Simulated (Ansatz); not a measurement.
# Ta, response to strain

The parent structure is Ta in the bcc (W type) structure (space group Im-3m, No. 229; a = 3.254 Å; relaxed with 0.1 eV smearing).

Strains are applied to the cell and any free atomic positions relax.

The values are results of LDA (Ansatz, a quantum-chemistry and plane-wave program; PAW; 420 eV plane waves; no spin-orbit coupling), not measurements.

```tsv
isotropic strain (%)	pressure (GPa)
-2	14.8
-1.5	?
-1	6.9
0	0.0
0.5	-3.2
1	-6.1
1.5	-8.9
2.5	-14.0
3	-16.3
```

Task: Fit P = P₀ − Bδ + Cδ² with δ = (1 + ε)³ − 1 to the rows shown and predict the withheld row.

Result: Least squares on the printed values gives P₀ = 0.1 GPa, B = 221 GPa, C = 485 GPa (largest residual 0.1 GPa); this predicts 10.8 GPa, and the run gives 10.7 GPa, in agreement.

Stability against distortions was not tested. All final runs are without spin polarisation.
